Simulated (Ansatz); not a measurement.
The starting structures come from a database of crystals and need not be the phases stable at ambient conditions.

Inside the gap of an insulator the Bloch states are evanescent, with a wavenumber k + iκ along the transport direction.

Consider the following.

```yaml
crystal:
  lattice:
    - [3.62580, 0.00000, 0.00000]
    - [0.00000, 11.05467, 0.00000]
    - [0.00000, 0.00000, 3.45619]
  atoms:
    - { symbol: Pt, position: [0.00000, 0.00000, 0.50000] }
    - { symbol: Pt, position: [0.50000, 0.50000, 0.00000] }
    - { symbol: Cl, position: [0.04942, 0.13881, 0.00000] }
    - { symbol: Cl, position: [0.95058, 0.86119, 0.00000] }
    - { symbol: Cl, position: [0.54942, 0.36119, 0.50000] }
    - { symbol: Cl, position: [0.45058, 0.63881, 0.50000] }
```

Space group of this cell: Pnnm. The cell was relaxed by PBE-D3(BJ); by PBEsol its mean pressure is -1.9 GPa.

Transport runs along the normal of the first two printed cell vectors.

No gap correction and no spin-orbit coupling; mid-gap values are interpolated between computed energies.

### Question
Compute, with Ansatz (a quantum-chemistry and plane-wave program) with PBEsol, the band gap and the smallest decay constant κ at mid-gap.

### Answer
Gap 0.63 eV on a 8×4×10 mesh; κ = 0.158 1/Å, at the zone centre.
